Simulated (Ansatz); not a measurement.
InP (F-43m): electron mass 0.0474 mₑ, hole mass 0.604 mₑ, dielectric constants ε∞ = 11.6 and ε₀ = 14.3, effective LO phonon energy 42 meV (band masses from PBE with spin-orbit coupling, rigid bands run with Ansatz, a first-principles code, cell and atoms relaxed with PBE; dielectric constants and zone-centre modes from LDA run with Ansatz on its own relaxed cell).

Q: Estimate a shallow donor's binding energy, its radius and the Mott density in the hydrogenic model.

A: E_d = 13.606 eV × m/ε₀² = 3.15 meV and a = 0.0529 nm × ε₀/m = 16.0 nm; n^(1/3) a = 0.26 gives 4.3e15 cm⁻³. The orbit spans many cells, so the model is sensible.

Q: Bracket the exciton binding energy.

A: The reduced mass is 0.0440 mₑ, which gives 2.92 meV with ε₀ and 4.44 meV with ε∞. Both lie under the phonon energy, so the ions follow and the static value is the better guide.

Isotropic masses (harmonic means over directions) and a parabolic band; the masses carry the functional's gap error.
